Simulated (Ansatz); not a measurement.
Input:

```
Hf
1.0
    3.25206     0.00000     0.00000
    1.62603     2.81636     0.00000
    0.00000     0.00000     5.02128
Hf
2
Direct
  0.66667   0.66667   0.75000
  0.33333   0.33333   0.25000
```

No spin polarisation.

Level of theory: PBE (Ansatz, a first-principles code), no spin-orbit coupling. k-mesh 21×21×12 (Γ-centred); smearing 0.1 eV (Fermi–Dirac).

Predict the pressure, band gap and space group.

The pressure (mean of the normal stresses, compression positive) comes out as -1.9 GPa. The band gap is zero and the space group is P6_3/mmc (No. 194).

The cells carry an imposed strain or load. Whether these cells are dynamically stable was not tested. The final runs are not spin-polarised. The cell was made from Hf in the hcp (Mg type) structure (space group P6_3/mmc, No. 194) by this change: biaxial strain +1.50 %, plane normal [001], relaxed out of plane.
